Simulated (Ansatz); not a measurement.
The reference is InSb in the rock salt structure (space group Fm-3m, No. 225; a model cell, its experimental status unchecked).

```yaml
crystal:
  lattice:
    - [0.00000, 3.01730, 3.01730]
    - [3.01730, 0.00000, 3.01730]
    - [3.01730, 3.01730, 0.00000]
  atoms:
    - { symbol: Sb, position: [0.00000, 0.00000, 0.00000] }
    - { symbol: In, position: [0.50000, 0.50000, 0.50000] }
```

The values are results of DFT with PBEsol, PAW potentials and a 420 eV plane-wave cutoff in Ansatz (an electronic-structure program), scalar-relativistic without spin-orbit coupling, not measurements.

Base values:

| Item | Value |
|---|---|
| Pressure | 0.0 GPa |

Perturbation: an isotropic linear strain of −1.61 %, atoms relaxed at fixed cell.

Question: How does this affect the energy relative to the base and pressure?

Answer: The energy grows by 12 meV/atom; the pressure goes from zero to 3.1 GPa.

No phonon test of stability was made. All final runs are without spin polarisation. This is not the structure that InSb has at room temperature and ambient pressure.
